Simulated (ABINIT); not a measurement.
ABINIT run on Zr3S2 (R32, 5 atoms in the cell): self-consistent single point.

Method: LDA (PW92), norm-conserving pseudopotentials (PseudoDojo nc-sr-04 LDA standard) (plane waves; ABINIT).

The change in words: lattice scaled by 0.98. Reference geometry:
```yaml
crystal:
  lattice:
    - [2.90254, 1.67578, 3.48777]
    - [-2.90254, 1.67578, 3.48777]
    - [0.00000, -3.35156, 3.48777]
  atoms:
    - { symbol: Zr, position: [0.16128, 0.83872, 0.50000] }
    - { symbol: Zr, position: [0.50000, 0.16128, 0.83872] }
    - { symbol: Zr, position: [0.83872, 0.50000, 0.16128] }
    - { symbol: S, position: [0.33497, 0.33497, 0.33497] }
    - { symbol: S, position: [0.66503, 0.66503, 0.66503] }
```

Reference input (self-consistent single point, DFT, LDA (PW92), plane waves, norm-conserving pseudopotentials (PseudoDojo nc-sr-04 LDA standard)): pseudos = [Zr.upf, S.upf]; ecut = 35 Ha; occopt = 3; tsmear = 0.00367493 Ha; ngkpt = 7 7 7; nshiftk = 1; shiftk = 0 0 0; potentials = PseudoDojo nc-sr-04 LDA standard; nband = 31; kptopt = 1; nstep = 60; tolvrs = 1e-10. This run's input differs from it in these lines:

```diff
@@ -3,7 +3,7 @@
 pseudos "Zr.upf, S.upf"
-acell 9.1407960439 9.1407960439 9.1407960439
+acell 8.9579805724 8.9579805724 8.9579805724
 rprim
-         0.6000577822    0.3464434810    0.7210461653
-        -0.6000577822    0.3464434810    0.7210461653
-         0.0000000000   -0.6928870852    0.7210461061
+         0.6000577273    0.3464434067    0.7210462467
+        -0.6000577273    0.3464434067    0.7210462467
+        -0.0000000000   -0.6928870646    0.7210461260
 natom 5
@@ -13,7 +13,7 @@
 xcart
-        -1.9662967463   -0.0000002977    5.2316595000
-         0.9831483731   -1.7028632314    5.2316594031
-         0.9831483731    1.7028626360    5.2316595969
-         0.0000000000   -0.0000001994    3.5048979654
-         0.0000000000   -0.0000003960    6.9584210346
+        -1.9269707319   -0.0000005954    5.1270270000
+         0.9634853659   -1.6688062016    5.1270268062
+         0.9634853659    1.6688050107    5.1270271938
+         0.0000000000   -0.0000003989    3.4348004684
+         0.0000000000   -0.0000007919    6.8192535316
       Angstrom
```

The program printed (abridged):

```
--- !BeginCycle
solver: {iscf: 7, nstep: 60, nline: 4, wfoptalg: 0, }
tolerances: {tolvrs: 1.00E-10, }
...

     iter   Etot(hartree)      deltaE(h)  residm     vres2
 ETOT  1  -174.27795937802    -1.743E+02 7.295E-02 1.289E+02
 ETOT  2  -174.38806898113    -1.101E-01 1.181E-02 4.439E+01
 ETOT  3  -174.39628492269    -8.216E-03 3.449E-03 2.340E-01
 ETOT  4  -174.39633507070    -5.015E-05 2.067E-03 1.459E-02
 ETOT  5  -174.39633742150    -2.351E-06 2.406E-03 1.628E-03
   [... 2 lines left out ...]
 ETOT  8  -174.39633778729    -1.013E-09 5.257E-04 2.059E-08
 ETOT  9  -174.39633778737    -7.876E-11 6.822E-04 2.451E-09
 ETOT 10  -174.39633778737    -5.258E-12 5.606E-04 1.282E-10
 ETOT 11  -174.39633778737    -2.018E-12 5.976E-04 5.130E-12
 At SCF step   11       vres2   =  5.13E-12 < tolvrs=  1.00E-10 =>converged.

 Cartesian components of stress tensor (hartree/bohr^3)
  sigma(1 1)=  4.20637774E-07  sigma(3 2)= -1.22721364E-12
  sigma(2 2)=  4.20635453E-07  sigma(3 1)=  0.00000000E+00
  sigma(3 3)=  1.06297806E-05  sigma(2 1)=  0.00000000E+00

 ----iterations are completed or convergence reached----

 reduced coordinates (array xred) for    5 atoms
       0.161280000683      0.838720003640      0.500000002165
       0.500000002162      0.161280000683      0.838720003644
       0.838720003640      0.500000002162      0.161280000687
       0.334970001450      0.334970001450      0.334970001453
       0.665030002874      0.665030002874      0.665030002877
 cartesian forces (eV/Angstrom) at end:
    1      0.00806679779367     0.00000000000000     0.00000000000000
   [... lines left out ...]
 Fermi (or HOMO) energy (hartree) =   0.38274   Average Vxc (hartree)=  -0.42805
 Fermi (or HOMO) energy (eV) =  10.41481   Average Vxc (eV)= -11.64793
   [... lines left out ...]
total_energy        : -1.74396337787373E+02
total_energy_eV     : -4.74556569131043E+03
band_energy         : -1.48692224068869E+01
...

-Cartesian components of stress tensor (GPa)         [Pressure= -1.1250E-01 GPa]
- sigma(1 1)=  1.23755885E-02  sigma(3 2)= -3.61058659E-08
- sigma(2 2)=  1.23755202E-02  sigma(3 1)=  0.00000000E+00
- sigma(3 3)=  3.12738891E-01  sigma(2 1)=  0.00000000E+00

 Calculation completed.
```

The run converged in 11 iterations. Against the reference run the free energy goes down by 29.7 meV/atom, the pressure goes from -7.45 to -0.11 GPa and the largest force goes from 0.165 to 0.018 eV/Å.

The starting cell comes from a database of computed structures (which also holds hypothetical and non-ambient phases and stackings), without a prior relaxation at this level. For this run, on top of that: lattice scaled by 0.98.

Cost on one core of a shared machine: roughly 4 min.
